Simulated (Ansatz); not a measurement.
Consider Al2O3 in the corundum structure (space group R-3c, No. 167).

Space group R-3c, hexagonal axes (No. 167); a = b = 4.809 Å, c = 13.124 Å, α = β = 90.00°, γ = 120.00°

```csv
atom,site,symmetry,x,y,z
Al,12c,3.,0.0000,0.0000,0.1479
O,18e,.2,0.3062,0.3062,0.2500
```
(The calculation used a cell of 10 atoms; values per cell refer to that cell.)

All numbers come from PBE/PAW in Ansatz (a first-principles code), no spin-orbit coupling.

Before the change:

Valence-band top at Γ: 0.00, -0.03, -0.03 eV
Electron mass: 0.38 mₑ along c, 0.36 mₑ across (at Γ)
Density: 3.87 g/cm³
Band gap: 5.85 eV
Shortest interatomic distance: 1.874 Å

One thing is altered: a hydrostatic pressure of 2.1 GPa.

Task: What happens to the valence-band top at Γ, electron mass, density, band gap and shortest interatomic distance?

Result: The valence-band top at Γ (three highest levels, from the VBM) becomes 0.00, -0.04, -0.04 eV (base: 0.00, -0.03, -0.03 eV); the electron mass goes from 0.38 mₑ along c, 0.36 mₑ across (at Γ) to 0.39 mₑ along c, 0.37 mₑ across (at Γ); the density grows by 0.03 g/cm³ to 3.90 g/cm³; the band gap rises by 0.11 eV, from 5.85 eV to 5.96 eV; the shortest interatomic distance shrinks by 0.0057 Å, from 1.874 Å to 1.869 Å.

Load acts through the strain it causes; cell and atoms are relaxed under it. Effective masses come from finite differences of ±0.01 Å⁻¹. Stability against distortions was not tested.
